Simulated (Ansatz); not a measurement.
## How far to go with shifted k-point meshes: MoS2 (R3m, 3 atoms in the cell)

```
MoS2
1.0
    1.60011     0.92382     6.51451
   -1.60011     0.92382     6.51451
    0.00000    -1.84765     6.51451
Mo S
1 2
Direct
  0.00234   0.00234   0.00234
  0.41294   0.41294   0.41294
  0.25330   0.25330   0.25330
```

Level of theory: PBE (plane waves, PAW; Ansatz, a program for electronic structure).

Base settings: basis.ecutwfc = 30.9 Ry; kpoints.mp_grid.grid = 9 9 9; hamiltonian.xc = pbe; hamiltonian.pseudopotentials = {kind: paw} (the program's default PAW files); scf.occupations.method = fermi_dirac; scf.occupations.width = 0.0007 Ry.

In this ladder: kpoints.mp_grid.shift = 0.5 0.5 0.5.

Only quantities that move along the ladder and can be compared are tabulated.

The count of work is k-points × plane waves × bands × iterations; it is no time. Core times come from one kind of shared machine, to one figure; runs under 30 s give none.

The starting cell comes from a database of computed structures (which also holds hypothetical and non-ambient phases and stackings), without a prior relaxation at this level. Its lattice was rescaled by up to half a per cent. One atom was moved a little off its site on purpose. In the base run, forces exceed 1 eV/Å. Ansatz's pressure includes its estimate of the finite-basis (Pulay) stress.

| kpoints.mp_grid.grid | free energy less the last step's (meV/atom) | pressure (GPa) | largest difference of a force vector from the last step's (eV/Å) | count of work / last | core time / last (rough) |
|---|---|---|---|---|---|
| 2 2 2 | 276.23 | 1.64 | 0.627 | 0.0014 | – |
| 3 3 3 | -6.69 | -0.69 | 0.173 | 0.0037 | – |
| 4 4 4 | -17.77 | -0.82 | 0.029 | 0.0061 | – |
| 5 5 5 | 0.23 | -0.46 | 0.006 | 0.012 | – |
| 6 6 6 | 0.25 | -0.48 | 0.006 | 0.017 | – |
| 7 7 7 | -0.12 | -0.48 | 0.001 | 0.027 | – |
| 8 8 8 | 0.07 | -0.48 | 0.000 | 0.037 | – |
| 9 9 9 | 0.03 | -0.48 | 0.000 | 0.052 | – |
| 10 10 10 | -0.01 | -0.48 | 0.000 | 0.067 | – |
| 11 11 11 | 0.00 | -0.48 | 0.000 | 0.089 | – |
| 13 13 13 | 0.00 | -0.48 | 0.000 | 0.14 | – |
| 14 14 14 | 0.00 | -0.48 | 0.000 | 0.17 | – |
| 15 15 15 | 0.00 | -0.48 | 0.000 | 0.21 | 0.2 |
| 17 17 17 | 0.00 | -0.48 | 0.000 | 0.30 | 0.3 |
| 19 19 19 | 0.00 | -0.48 | 0.000 | 0.41 | 0.4 |
| 21 21 21 | 0.00 | -0.48 | 0.000 | 0.54 | 0.5 |
| 23 23 23 | 0.00 | -0.48 | 0.000 | 0.71 | 0.7 |
| 26 26 26 | 0.00 | -0.48 | 0.000 | 1.0 | 1 |

Coarsest kpoints.mp_grid.grid that holds the free energy within 5 meV/atom of the last step, with all finer ones: 5 5 5, at 0.012 of the last step's count of work; the step before is off by 18 meV/atom.

Coarsest kpoints.mp_grid.grid that holds the pressure within 0.5 GPa of the last step, with all finer ones: 3 3 3, at 0.0037 of the last step's count of work; the step before is off by 2.1 GPa.

Coarsest kpoints.mp_grid.grid that holds the forces within 0.005 eV/Å of the last step, with all finer ones: 7 7 7, at 0.027 of the last step's count of work; the step before is off by 0.006 eV/Å.

Keys are those of Ansatz 0.2.
